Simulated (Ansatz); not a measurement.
Where the default PAW files enter, the runs use the earlier of Ansatz's two default sets.

The decay constant κ of evanescent states in the gap governs leakage through a thin film.

Input:

```
Ga2O3
1.0
    2.98662     0.00000     0.00000
    1.49331     6.01743     0.00000
    0.00000     1.35644     5.65035
Ga O
4 6
Cartesian
  1.49331   2.84115   3.87202
  2.98662   4.53273   1.77833
  2.98662   1.36715   1.15951
  1.49331   6.00672   4.49084
  2.98662   6.98325   4.20013
  1.49331   0.39063   1.45022
  2.98662   2.67894   2.46790
  1.49331   4.69494   3.18245
  1.49331   4.18575   0.61674
  2.98662   3.18812   5.03361
```

Space group of this cell: C2/m. The cell is strained (lengths across the current scaled by 0.98, ions clamped); by r2SCAN its mean pressure is 7.6 GPa.

Transport runs along the normal of the first two printed cell vectors.

The gap is the functional's own. No spin-orbit coupling. Mid-gap values are interpolated on the energy grid.

### Question
Compute, with r2SCAN in Ansatz (an electronic-structure program), the band gap and the smallest decay constant κ at mid-gap.

### Answer
Gap 3.33 eV on a 10×10×6 mesh; κ = 0.249 1/Å, at the zone centre.
